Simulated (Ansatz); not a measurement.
# WSi (model structure, started from the CoSn type, P6/mmm, No. 191, 6 atoms in the cell): c axis length by level of theory

No measured value is used here.

```json
[
 {"level (code)": "PBE (Ansatz)", "value (Å)": "4.217"},
 {"level (code)": "PBEsol (Ansatz)", "value (Å)": "4.186"},
 {"level (code)": "PBE-D3(BJ) (Ansatz)", "value (Å)": "4.172"}
]
```

Density-functional levels without +SOC have no spin–orbit coupling. Ansatz's density-functional and Hartree–Fock values are scalar-relativistic unless marked +SOC, with PAW data made under PBE.

A model structure was made by putting elements into a prototype or built by hand; it is no filed structure, need not be a known phase, and can be a saddle point held by its symmetry.

Ansatz is a program for electronic structure.
